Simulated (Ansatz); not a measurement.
## How far to go with shifted k-point meshes: BePd (P4mm, 2 atoms in the cell)

```yaml
crystal:
  lattice:
    - [2.80321, 0.00000, 0.00000]
    - [0.00000, 2.80321, 0.00000]
    - [0.00000, 0.00000, 2.80321]
  atoms:
    - { symbol: Be, position: [0.00000, 0.00000, 0.01784] }
    - { symbol: Pd, position: [0.50000, 0.50000, 0.50000] }
```

Method of the run: PBEsol, default PAW files made with PBE (plane waves; Ansatz, a first-principles code).

Base settings: basis.ecutwfc = 420 eV; kpoints.mp_grid.grid = 12 12 12; hamiltonian.xc = pbesol; hamiltonian.pseudopotentials = {kind: paw} (the program's default PAW files); scf.occupations.method = fermi_dirac; scf.occupations.width = 0.1 eV.

In this ladder: kpoints.mp_grid.shift = 0.5 0.5 0.5.

Only quantities that move along the ladder and can be compared are tabulated.

The count of work is k-points × plane waves × bands × iterations; it is no time. Core times come from one kind of shared machine, to one figure; runs under 30 s give none.

The starting cell comes from a database of computed structures (which also holds hypothetical and non-ambient phases and stackings), without a prior relaxation at this level. Its lattice was rescaled by up to half a per cent. One atom was moved a little off its site on purpose. Spin polarisation is off. Ansatz's pressure includes its estimate of the finite-basis (Pulay) stress.

| kpoints.mp_grid.grid | free energy less the last step's (meV/atom) | pressure (GPa) | largest difference of a force vector from the last step's (eV/Å) | count of work / last | core time / last (rough) |
|---|---|---|---|---|---|
| 2 2 2 | -1128.14 | -21.14 | 0.065 | 0.00028 | – |
| 3 3 3 | 312.14 | 5.11 | 0.008 | 0.0017 | – |
| 4 4 4 | -0.68 | -1.17 | 0.042 | 0.0017 | – |
| 5 5 5 | -0.75 | -1.13 | 0.015 | 0.0050 | – |
| 6 6 6 | 14.30 | -1.12 | 0.003 | 0.0050 | – |
| 7 7 7 | -1.28 | -0.41 | 0.001 | 0.011 | – |
| 8 8 8 | 3.82 | -1.10 | 0.002 | 0.011 | – |
| 9 9 9 | 1.11 | -0.82 | 0.003 | 0.021 | – |
| 10 10 10 | 2.23 | -0.91 | 0.001 | 0.021 | – |
| 11 11 11 | -2.21 | -0.94 | 0.000 | 0.035 | – |
| 12 12 12 | 0.46 | -0.91 | 0.000 | 0.035 | – |
| 14 14 14 | 0.04 | -0.86 | 0.000 | 0.054 | – |
| 15 15 15 | 0.10 | -0.86 | 0.000 | 0.080 | – |
| 17 17 17 | 0.01 | -0.87 | 0.000 | 0.11 | – |
| 19 19 19 | 0.10 | -0.85 | 0.000 | 0.15 | – |
| 21 21 21 | 0.08 | -0.87 | 0.000 | 0.20 | – |
| 23 23 23 | -0.04 | -0.87 | 0.000 | 0.26 | – |
| 25 25 25 | -0.02 | -0.86 | 0.000 | 0.33 | – |
| 28 28 28 | 0.00 | -0.86 | 0.000 | 0.41 | – |
| 31 31 31 | 0.00 | -0.86 | 0.000 | 0.60 | 0.4 |
| 34 34 34 | 0.00 | -0.86 | 0.000 | 0.72 | 1 |
| 38 38 38 | 0.00 | -0.86 | 0.000 | 1.0 | 1 |

Coarsest kpoints.mp_grid.grid that holds the free energy within 5 meV/atom of the last step, with all finer ones: 7 7 7, at 0.011 of the last step's count of work; the step before is off by 14 meV/atom.

Coarsest kpoints.mp_grid.grid that holds the pressure within 0.2 GPa of the last step, with all finer ones: 9 9 9, at 0.021 of the last step's count of work; the step before is off by 0.24 GPa.

Coarsest kpoints.mp_grid.grid that holds the forces within 0.005 eV/Å of the last step, with all finer ones: 6 6 6, at 0.0050 of the last step's count of work; the step before is off by 0.015 eV/Å.

Two neighbours can agree and both be off: 5 5 5 and 6 6 6 differ by 0.01 GPa in the pressure, yet lie about 0.26 GPa from the last step.

Keys are those of Ansatz 0.2.
